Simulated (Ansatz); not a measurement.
Consider the energy of the reaction as written. Reaction: cell B → cell A. Negative: the products are lower in energy.

Cell A: a sheet of composition Re2, 2 atoms, hexagonal cell of 4.07 Å (14.4 Å²), symmetry P6/mmm, 0.0 Å thick under 16 Å of vacuum, in-plane vectors relaxed; planes from bottom to top: Re2, all atoms in one plane; a model cell; spin state with PBE: no moments, k-point mesh 18×18×1.
```xyz
2
Lattice="4.0722 0.0000 0.0000 -2.0361 3.5267 0.0000 0.0000 0.0000 16.0000" Properties=species:S:1:pos:R:3 pbc="T T T"
Re     0.0000     2.3511     8.0000
Re     2.0361     1.1756     8.0000
```

Cell B: a sheet of composition Re2, 2 atoms, hexagonal cell of 2.72 Å (6.4 Å²), symmetry P-3m1, 2.1 Å thick under 15 Å of vacuum, in-plane vectors relaxed; planes from bottom to top: Re × 2; a model cell; spin state with PBE: no moments, k-point mesh 18×18×1.
```
Re
1.0
    2.72452     0.00000     0.00000
   -1.36226     2.35950     0.00000
    0.00000     0.00000    16.86620
Re
2
Direct
  0.33333   0.66667   0.56172
  0.66667   0.33333   0.43828
```

Computed with Ansatz (plane waves, PAW), its default PAW set, cutoff 420 eV, 500 eV for r2SCAN. The structures are at rest with PBE; other levels are single points on them. Neutral cells; Fermi-Dirac smearing of at most 0.10 eV in the solids, energies taken to zero width. The lattices are those relaxed with PBE, so at other levels the solids can be strained, which adds to the spread. A dispersion term (D3(BJ), or D4 for r2SCAN) was computed beside these levels and is taken off wherever the name lacks it. Nuclei at rest; no vibrational terms. Spin-orbit coupling is left out. The cells' k-point meshes differ in density, so the last digit is unsettled. Cell A has symmetry P6/mmm and got no random move, so less symmetric positions, which may lie lower, weren't tried. Cell B has symmetry P-3m1 and got no random move, so less symmetric positions, which may lie lower, weren't tried.

### Question
What value does PBE give?

### Answer
4.70 eV, for cell B → cell A.

### Question
List the value at the remaining levels and say how far they part.

### Answer
| Method | value (eV) | less PBE |
|---|---|---|
| r2SCAN | 4.96 | 0.26 |

The levels span 0.26 eV, from PBE (4.70) to r2SCAN (4.96).

Ansatz is a program for electronic structure.
